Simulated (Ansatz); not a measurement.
Band structure of Tc3N (P-6m2, 4 atoms in the cell).

```xyz
4
Lattice="2.7978 0.0000 0.0000 -1.3989 2.4230 0.0000 0.0000 0.0000 7.0393" Properties=species:S:1:pos:R:3 pbc="T T T"
Tc     0.0000     0.0000     3.5197
Tc     1.3989     0.8077     5.6549
Tc     1.3989     0.8077     1.3844
N      0.0000     0.0000     0.0000
```

Method: PBEsol, default PAW files made with PBE (plane waves; Ansatz, a quantum-chemistry and plane-wave program).

Settings: kpoints.mp_grid.grid = 14 14 5; hamiltonian.xc = pbesol; hamiltonian.pseudopotentials = {kind: paw} (the program's default PAW files); scf.occupations.method = gaussian; scf.occupations.width = 0.0037 Ry; kpoints.band_path.npoints = 8.

The starting cell comes from a database of computed structures (which also holds hypothetical and non-ambient phases and stackings), without a prior relaxation at this level. Spin polarisation is off.

Levels in eV from the Fermi level, bands 22 to 29:
| point | 22 | 23 | 24 | 25 | 26 | 27 | 28 | 29 |
|---|---|---|---|---|---|---|---|---|
| Γ | -1.75 | -1.75 | -0.77 | -0.77 | -0.71 | -0.26 | -0.16 | -0.16 |
| M | -1.84 | -0.91 | -0.28 | 1.60 | 1.82 | 2.47 | 2.77 | 2.92 |
| K | -2.14 | -1.70 | -0.60 | 1.19 | 1.45 | 1.45 | 2.00 | 2.15 |
| A | -1.79 | -1.79 | -1.51 | -1.51 | -1.25 | -0.27 | 1.21 | 1.21 |
| L | -0.80 | -0.36 | -0.24 | -0.21 | 2.05 | 2.05 | 2.15 | 2.81 |
| H | -2.47 | -1.55 | -0.76 | -0.21 | 1.04 | 1.71 | 2.07 | 2.28 |

Bands cross the Fermi level along this path, so the cell is metallic at this level.

Keys are those of Ansatz 0.2.
